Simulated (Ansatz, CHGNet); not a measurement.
## B20 (FeSi-type) CoSi, equilibrium lattice constant a

Reference value: 4.444 Å (measured, temperature not stated, not corrected to a static lattice; as tabulated in Wikipedia's data pages).

```tsv
level (code)	value (Å)	difference (%)
CHGNet 0.3.0 (CHGNet)	4.433	-0.25
LDA (Ansatz)	4.350	-2.12
PBE (Ansatz)	4.431	-0.29
PBEsol (Ansatz)	4.386	-1.31
PBE-D4 (Ansatz)	4.386	-1.31
rVV10 (Ansatz)	4.444	0.00
r²SCAN (Ansatz)	4.383	-1.37
HSE06 (Ansatz)	4.362	-1.85
PBE0 (Ansatz)	4.359	-1.91
```

The reference's temperature isn't stated, so close values are not ranked against it. Off by more than 1.25 % (a bound picked here): LDA (-2.12 %), PBEsol (-1.31 %), PBE-D4 (-1.31 %), r²SCAN (-1.37 %), HSE06 (-1.85 %), PBE0 (-1.91 %).

The reference has no zero-point or thermal correction, while the calculations are for a static lattice, so the differences are not the levels' errors alone. A static lattice is as a rule a little smaller than the measured one. The crystal itself was run without spin with LDA, PBE, PBEsol, PBE-D4, rVV10, r²SCAN, HSE06, PBE0. HSE06, PBE0: the run has no spin polarisation, so it can have missed a magnetic state. Cutoffs and k meshes differ between the levels. Ansatz's density-functional and Hartree–Fock values are scalar-relativistic unless marked +SOC, with PAW data made under PBE.

Machine-learned potentials (CHGNet 0.3.0) are trained on DFT data, which may include these solids.

Differences are worked out from the printed values.

Ansatz is a first-principles code.
